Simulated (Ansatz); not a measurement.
## zincblende SiC (F-43m) under hydrostatic pressure

Cell and atoms are relaxed with PBEsol to each stress (compression positive); bands and masses by r2SCAN with spin-orbit coupling, rigid bands (plane waves, PAW; Ansatz, a quantum-chemistry and plane-wave program).

```cif
data_C4Si4
_chemical_formula_sum 'Si4 C4'
_space_group_name_H-M_alt 'F-43m'
_space_group_IT_number 216
_space_group_name_Hall 'F -4 2 3'
_cell_length_a 4.35686
_cell_length_b 4.35686
_cell_length_c 4.35686
_cell_angle_alpha 90.000
_cell_angle_beta 90.000
_cell_angle_gamma 90.000
loop_
_atom_site_label
_atom_site_type_symbol
_atom_site_symmetry_multiplicity
_atom_site_Wyckoff_symbol
_atom_site_fract_x
_atom_site_fract_y
_atom_site_fract_z
_atom_site_occupancy
Si1 Si 4 a 0.00000 0.00000 0.00000 1
C1 C 4 d 0.75000 0.75000 0.75000 1
```
(The calculation used a cell of 2 atoms; values per cell refer to that cell.)

```csv
stress (GPa),ln(V/V₀) (%),gap (eV),mean mₑ*
-15.00,7.90,1.758,0.30
-10.00,4.97,1.742,0.30
-5.00,2.36,1.725,0.30
0,0,1.711,0.30
5.00,-2.17,1.697,0.29
10.00,-4.16,1.681,0.29
20.00,-7.77,1.655,0.29
```

 Masses are conductivity masses at 300 K in electron masses, harmonic means over x, y and z.

Problem. Estimate the bulk modulus from the two loads next to zero.

Solution. B ≈ −Δp/Δln V = 10.00 GPa/4.53 % = 220 GPa (PBEsol), a mean over this interval.

Problem. How fast does the gap move on either side of zero load?

Solution. Under tension, (1.758 − 1.711) eV over -15.00 GPa = -3 meV/GPa, or about 0.6 eV per unit ln V; under compression, (1.655 − 1.711) eV over 20.00 GPa = -3 meV/GPa, or about 0.7 eV per unit ln V. The two slopes part by 0 meV/GPa; gaps are resolved to about 0.01 eV, which allows 1 meV/GPa, so these rows don't tell them apart.

Masses are those of dilute carriers in rigid bands with one relaxation time, without polarons. Third decimals of gaps are kept for the arithmetic. Every relaxation keeps the zincblende phase (space group F-43m under this load), so a transition, a distortion that breaks the symmetry or fracture can't show.
